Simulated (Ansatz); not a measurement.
# Mg in the diamond structure (space group Fd-3m, No. 227; a hypothetical phase, not in the database extracts checked)

Mg is taken in the cubic space group Fd-3m, origin choice 1 (No. 227), the diamond structure, Pearson symbol cF8. Lattice parameters: a = b = c = 6.7831 Å, α = β = γ = 90.00°. Mg on 8a is coordinated by 4 Mg at 2.937 Å (tetrahedral). (Neighbours: up to the widest gap in distance over summed covalent radii, below 1.35, at either atom.)
(The calculation used a cell of 2 atoms; values per cell refer to that cell.)

All numbers come from PBEsol (Ansatz, a quantum-chemistry and plane-wave program; PAW; 420 eV plane waves; no SOC). k-mesh 12×12×12 (Γ-centred); smearing 0.05 eV (Fermi–Dirac).

The volume per atom is 39.01 Å³ and the density is 1.03 g/cm³. The band gap is zero and the total energy comes out as -1911.222 eV/atom (σ→0; compares only within this code and set-up).

No phonon test of stability was made.
